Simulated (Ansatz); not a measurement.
Consider ZnCu in the CsCl type structure (space group Pm-3m, No. 221; a = 2.9085 Å; relaxed with 0.1 eV smearing).

The values are results of Ansatz (a quantum-chemistry and plane-wave program) PBEsol, spin-orbit coupling left out, not measurements.

For the base:

```
Quantity   Result
--------  -------
Pressure  0.0 GPa
```

The change: an isotropic linear strain of −1.50 %; the atoms relax in the strained cell.

Task: What does the calculation give for the energy relative to the base and pressure after the change?

Result: The energy increases by 11 meV/atom; the pressure goes from zero to 6.9 GPa.

Whether these cells are dynamically stable was not tested. The final runs are not spin-polarised.
